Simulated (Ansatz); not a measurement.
Worked example: self-consistent single point of TlCrSe2 (R3m, 4 atoms in the cell) in Ansatz (a first-principles code).

Method: LDA (PW92), PAW files made with PBE (plane waves; Ansatz).

```xyz
4
Lattice="1.6602 0.9585 9.5372 -1.6602 0.9585 9.5372 0.0000 -1.9171 9.5372" Properties=species:S:1:pos:R:3 pbc="T T T"
Cr     0.0000     0.0000    28.5000
Tl     0.0000     0.0000     4.6543
Se     0.0000     0.0000    10.9526
Se     0.0000     0.0000     7.9088
```
Moments meant for the start (each program seeds them in its own way; μB, in the order of the atoms Cr Tl Se Se): 3.0 0.0 0.0 0.0.

Reference input (self-consistent single point, DFT, LDA (PW92), plane waves, PAW files made with PBE): basis.ecutwfc = 420 eV; kpoints.mp_grid.grid = 7 7 7; hamiltonian.xc = lda; hamiltonian.pseudopotentials = {kind: paw} (the program's default PAW files); magnetization.spin_polarized = true; scf.occupations.method = cold; scf.occupations.width = 0.1 eV. This run's input differs from it in these lines:

Ansatz 0.2 input:
```diff
@@ -14,3 +14,3 @@
   mp_grid:
-    grid: [7, 7, 7]
+    grid: [13, 13, 13]
 hamiltonian:
```

Log, with long lists cut:

```
SCF iter   1: F=—  HF=-25243.678676 eV  |F-HF|=—  |Δ(HF+E_count)|=         —  Δρ=8.51e-2 (↑8.51e-2 ↓5.26e-2)  dr2=2.80e1  dr2_m=3.16e0  M=0.616 μB ∫|m|=0.868 μB  β_m=0.30  ethr=3.10e-3  ⟨swp⟩=6.5  Hψ=65128  notcnv=0
Mixer restart at iter 1: flushing history
all-band conjugate gradients solve this SCF's bands
preconditioner: auto → Kerker (q_TF=auto, 2.538 Å⁻¹)
spin=Collinear: Kerker preconditioning applied to the charge; magnetization (m = ρ↑ − ρ↓) channel mixes plain (no charge-response kernel on spin).
   [... lines left out ...]
SCF iter  19: F=-25239.067357 eV  HF=-25239.067357 eV  |F-HF|=2.13e-8  |Δ(HF+E_count)|=   2.83e-8  S|Δr|=    0.00e0  Δρ=1.17e-6 (↑1.17e-6 ↓1.10e-6)  dr2=2.36e-8  dr2_m=3.95e-11  M=-0.322 μB ∫|m|=0.487 μB  β_m=0.91  ethr=1.69e-10  ⟨swp⟩=2.1  Hψ=49520  notcnv=0
SCF iter  20: F=-25239.067357 eV  HF=-25239.067357 eV  |F-HF|=8.21e-9  |Δ(HF+E_count)|=   1.38e-9  S|Δr|=    0.00e0  Δρ=1.57e-6 (↑4.65e-7 ↓1.57e-6)  dr2=8.26e-9  dr2_m=3.44e-10  M=-0.321 μB ∫|m|=0.487 μB  ethr=4.00e-11  ⟨swp⟩=2.1  Hψ=49533  notcnv=0
SCF 1 converged in 20 iterations: F = -25239.067357 eV  dr2 = 8.26e-9
Stability not checked (fill_not_monotonic)
an eigenvalue changed by more than its tolerance at an iteration that met the thresholds in force, so the SCF went on 1 time …
Magnetization: -0.3215 μB (29.3393 up, 29.6607 down)
Absolute magnetization: 0.4857 μB (∫|ρ↑−ρ↓|, with the PAW one-centre terms)
Spin contamination: 0.0138 ħ² per cell (⟨S²⟩ above its minimum at these occupations)
   [... lines left out ...]
Free energy (F): -25239.067357 eV
Fermi energy:    10.081865 eV
   [... lines left out ...]
  atom   4  Se     0.00000000    -0.00000001     0.50785171
--- Stress (GPa, compression-positive) ---
       -6.297330       0.000000       0.000000
       -0.000000      -6.297330      -0.000000
        0.000000      -0.000000      -6.225549
  P = ⅓ Tr σ = -6.2734 GPa (-62.734 kbar)
  The stress holds the Pulay correction. Without it, at fixed plane waves, as pw.x and ABINIT print it: P = -6.2978 GPa
```

The run converged in 20 iterations. Against the reference run the free energy rises by 6.8 meV/atom, the pressure moves little (-6.32 to -6.27 GPa), the largest force stays at 0.520 eV/Å and the size of the net moment stays at 0.08 μB/atom.

The starting cell comes from a database of computed structures (which also holds hypothetical and non-ambient phases and stackings), without a prior relaxation at this level. The moments shrank to a small part of their start, a low-spin state that need not be the lowest. With a pressure of about -6 GPa the cell is away from its equilibrium volume at this level. Ansatz's pressure includes its estimate of the finite-basis (Pulay) stress.

Cost on one core of a shared machine: roughly 3 min.
